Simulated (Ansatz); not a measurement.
Subject: the formation energy of the neutral Be_B in BN (zinc blende, F-43m). Reaction: Be (hcp) + 107 BN (zinc blende) + 1/2 N2 (gas) → cell A.

Cell A: a supercell of 216 sites of BN (zinc blende, F-43m) with Be on a B site (4 N at 1.66 Å); an odd number of electrons; spin state with PBE: no moments, k-point mesh 2×2×2.
```
CELL_PARAMETERS angstrom
     10.87233     0.00000     0.00000
      0.00000    10.87233     0.00000
      0.00000     0.00000    10.87233
ATOMIC_POSITIONS crystal
  B  0.00004 0.00000 0.00000
  B  0.00020 0.16686 0.16686
  B  0.16669 0.00015 0.16669
  B  0.16669 0.16669 0.00015
  N  0.08333 0.08341 0.08341
  N  0.08351 0.25018 0.25018
  N  0.25004 0.08333 0.24996
  N  0.25004 0.24996 0.08333
  B  0.00003 0.00015 0.33336
  B  0.99980 0.16647 0.50021
  B  0.16671 0.00000 0.50000
  B  0.16704 0.16710 0.33371
  N  0.08329 0.08333 0.41670
  N  0.08214 0.24881 0.58360
  N  0.24993 0.08326 0.58340
  N  0.25018 0.25000 0.41685
  B  0.00003 0.99985 0.66664
  B  0.99994 0.16661 0.83339
  B  0.16669 0.99985 0.83331
  B  0.16645 0.16647 0.66688
  N  0.08313 0.08302 0.75020
  N  0.08313 0.24980 0.91698
  N  0.24995 0.08308 0.91692
  N  0.24973 0.24881 0.75119
  B  0.00003 0.33336 0.00015
  B  0.99980 0.50021 0.16647
  B  0.16704 0.33371 0.16710
  B  0.16671 0.50000 0.00000
  N  0.08329 0.41670 0.08333
  N  0.08214 0.58360 0.24881
  N  0.25018 0.41685 0.25000
  N  0.24993 0.58340 0.08326
  B  0.00043 0.33371 0.33371
  B  0.00045 0.50000 0.50000
  B  0.16686 0.33353 0.50163
  B  0.16686 0.50163 0.33353
  N  0.08333 0.41685 0.41685
  N  0.08333 0.58315 0.58315
  N  0.24534 0.41201 0.58799
  N  0.24534 0.58799 0.41201
  B  0.99980 0.33312 0.66688
  B  0.99980 0.49979 0.83353
  B  0.16645 0.33312 0.83353
  B  0.16686 0.49837 0.66647
  N  0.08214 0.41640 0.75119
  N  0.08329 0.58330 0.91667
  N  0.24993 0.41660 0.91674
  N  0.25018 0.58315 0.75000
  B  0.00003 0.66664 0.99985
  B  0.99994 0.83339 0.16661
  B  0.16645 0.66688 0.16647
  B  0.16669 0.83331 0.99985
  N  0.08313 0.75020 0.08302
  N  0.08313 0.91698 0.24980
  N  0.24973 0.75119 0.24881
  N  0.24995 0.91692 0.08308
  B  0.99980 0.66688 0.33312
  B  0.99980 0.83353 0.49979
  B  0.16686 0.66647 0.49837
  B  0.16645 0.83353 0.33312
  N  0.08214 0.75119 0.41640
  N  0.08329 0.91667 0.58330
  N  0.25018 0.75000 0.58315
  N  0.24993 0.91674 0.41660
  B  0.00043 0.66629 0.66629
  B  0.00020 0.83314 0.83314
  B  0.16704 0.66629 0.83290
  B  0.16704 0.83290 0.66629
  N  0.08351 0.74982 0.74982
  N  0.08333 0.91659 0.91659
  N  0.25004 0.75004 0.91667
  N  0.25004 0.91667 0.75004
  B  0.33333 0.00000 0.00000
  B  0.33355 0.16647 0.16647
  B  0.49997 0.99985 0.16669
  B  0.49997 0.16669 0.99985
  N  0.41672 0.08308 0.08308
  N  0.41694 0.24881 0.24881
  N  0.58353 0.08302 0.24980
  N  0.58353 0.24980 0.08302
  B  0.33333 0.00000 0.33338
  B  0.33333 0.16711 0.50000
  B  0.49995 0.00000 0.50000
  B  0.50021 0.16647 0.33312
  N  0.41674 0.08326 0.41660
  N  0.41649 0.25000 0.58315
  N  0.58337 0.08333 0.58330
  N  0.58452 0.24881 0.41640
  B  0.33333 0.00000 0.66662
  B  0.33312 0.16647 0.83353
  B  0.49997 0.00015 0.83331
  B  0.49962 0.16710 0.66629
  N  0.41663 0.08333 0.75004
  N  0.41663 0.24996 0.91667
  N  0.58334 0.08341 0.91659
  N  0.58316 0.25018 0.74982
  B  0.33333 0.33338 0.00000
  B  0.33333 0.50000 0.16711
  B  0.50021 0.33312 0.16647
  B  0.49995 0.50000 0.00000
  N  0.41674 0.41660 0.08326
  N  0.41649 0.58315 0.25000
  N  0.58452 0.41640 0.24881
  N  0.58337 0.58330 0.08333
  B  0.33496 0.33353 0.33353
  Be 0.33333 0.50000 0.50000
  B  0.49981 0.33353 0.49837
  B  0.49981 0.49837 0.33353
  N  0.42132 0.41201 0.41201
  N  0.42132 0.58799 0.58799
  N  0.58334 0.41685 0.58315
  N  0.58334 0.58315 0.41685
  B  0.33170 0.33353 0.66647
  B  0.33333 0.50000 0.83289
  B  0.49962 0.33371 0.83290
  B  0.49981 0.50163 0.66647
  N  0.41649 0.41685 0.75000
  N  0.41674 0.58340 0.91674
  N  0.58337 0.41670 0.91667
  N  0.58452 0.58360 0.75119
  B  0.33333 0.66662 0.00000
  B  0.33312 0.83353 0.16647
  B  0.49962 0.66629 0.16710
  B  0.49997 0.83331 0.00015
  N  0.41663 0.75004 0.08333
  N  0.41663 0.91667 0.24996
  N  0.58316 0.74982 0.25018
  N  0.58334 0.91659 0.08341
  B  0.33170 0.66647 0.33353
  B  0.33333 0.83289 0.50000
  B  0.49981 0.66647 0.50163
  B  0.49962 0.83290 0.33371
  N  0.41649 0.75000 0.41685
  N  0.41674 0.91674 0.58340
  N  0.58452 0.75119 0.58360
  N  0.58337 0.91667 0.41670
  B  0.33496 0.66647 0.66647
  B  0.33355 0.83353 0.83353
  B  0.50021 0.66688 0.83353
  B  0.50021 0.83353 0.66688
  N  0.41694 0.75119 0.75119
  N  0.41672 0.91692 0.91692
  N  0.58353 0.75020 0.91698
  N  0.58353 0.91698 0.75020
  B  0.66662 0.00000 0.00000
  B  0.66673 0.16661 0.16661
  B  0.83333 0.00000 0.16671
  B  0.83333 0.16671 0.00000
  N  0.75006 0.08328 0.08328
  N  0.75032 0.24980 0.24980
  N  0.91674 0.08341 0.25000
  N  0.91674 0.25000 0.08341
  B  0.66664 0.99985 0.33336
  B  0.66686 0.16647 0.49979
  B  0.83333 0.00000 0.50000
  B  0.83348 0.16669 0.33336
  N  0.75025 0.08308 0.41662
  N  0.75000 0.24996 0.58330
  N  0.91641 0.08308 0.58338
  N  0.91666 0.24996 0.41670
  B  0.66664 0.00015 0.66664
  B  0.66647 0.16686 0.83314
  B  0.83333 0.00000 0.83329
  B  0.83319 0.16669 0.66664
  N  0.74992 0.08341 0.75000
  N  0.74992 0.25000 0.91659
  N  0.91661 0.08328 0.91672
  N  0.91635 0.24980 0.75020
  B  0.66664 0.33336 0.99985
  B  0.66686 0.49979 0.16647
  B  0.83348 0.33336 0.16669
  B  0.83333 0.50000 0.00000
  N  0.75025 0.41662 0.08308
  N  0.75000 0.58330 0.24996
  N  0.91666 0.41670 0.24996
  N  0.91641 0.58338 0.08308
  B  0.66686 0.33312 0.33312
  B  0.66622 0.50000 0.50000
  B  0.83333 0.33338 0.50000
  B  0.83333 0.50000 0.33338
  N  0.75008 0.41660 0.41660
  N  0.75008 0.58340 0.58340
  N  0.91659 0.41660 0.58340
  N  0.91659 0.58340 0.41660
  B  0.66624 0.33371 0.66629
  B  0.66686 0.50021 0.83353
  B  0.83319 0.33336 0.83331
  B  0.83333 0.50000 0.66662
  N  0.75000 0.41670 0.75004
  N  0.75025 0.58338 0.91692
  N  0.91641 0.41662 0.91692
  N  0.91666 0.58330 0.75004
  B  0.66664 0.66664 0.00015
  B  0.66647 0.83314 0.16686
  B  0.83319 0.66664 0.16669
  B  0.83333 0.83329 0.00000
  N  0.74992 0.75000 0.08341
  N  0.74992 0.91659 0.25000
  N  0.91635 0.75020 0.24980
  N  0.91661 0.91672 0.08328
  B  0.66624 0.66629 0.33371
  B  0.66686 0.83353 0.50021
  B  0.83333 0.66662 0.50000
  B  0.83319 0.83331 0.33336
  N  0.75000 0.75004 0.41670
  N  0.75025 0.91692 0.58338
  N  0.91666 0.75004 0.58330
  N  0.91641 0.91692 0.41662
  B  0.66686 0.66688 0.66688
  B  0.66673 0.83339 0.83339
  B  0.83348 0.66664 0.83331
  B  0.83348 0.83331 0.66664
  N  0.75032 0.75020 0.75020
  N  0.75006 0.91672 0.91672
  N  0.91674 0.75000 0.91659
  N  0.91674 0.91659 0.75000
```

Reference: Be (hcp, P6₃/mmc), 2 atoms in the cell, k-point mesh 30×30×16 on the run's own vectors. Conventional cell: a = b = 2.264 Å, c = 3.563 Å, α = β = 90.00°, γ = 120.00°.

Reference: BN (zinc blende, F-43m), 216 atoms in the cell, the relaxed perfect crystal repeated, atoms not moved again, k-point mesh 2×2×2 on the run's own vectors.

Reference: an isolated N2 molecule (singlet) in a box of 11 × 11 × 13 Å.

Computed with Ansatz (plane waves, PAW), its PAW set soft_1, cutoff 500 eV. The structures are at rest with PBE, within the held lattices; other levels are single points on them. Neutral cells; Fermi-Dirac smearing of at most 0.10 eV in the solids, energies taken to zero width. The lattices are those relaxed with PBE, so at other levels the solids can be strained. Larger cells are relaxed from a start prepared with the learned potential CHGNet, on a coarser mesh till forces fall under 0.03 eV/Å, which some starts already meet. A dispersion term (D3(BJ), or D4 for r2SCAN) was computed beside these levels and is taken off wherever the name lacks it. Space groups of crystals are read within 0.01 Å. No zero-point or thermal terms. No structure search was made; lower ones may exist. Values are for these cell sizes. Mesh and cell size may move defect energies by 0.1 eV or more. The value holds for the reservoirs listed; other chemical potentials shift it.

Task: What value does r2SCAN give?

Result: -0.33 eV, for Be (hcp) + 107 BN (zinc blende) + 1/2 N2 (gas) → cell A.

Ansatz is a quantum-chemistry and plane-wave program.
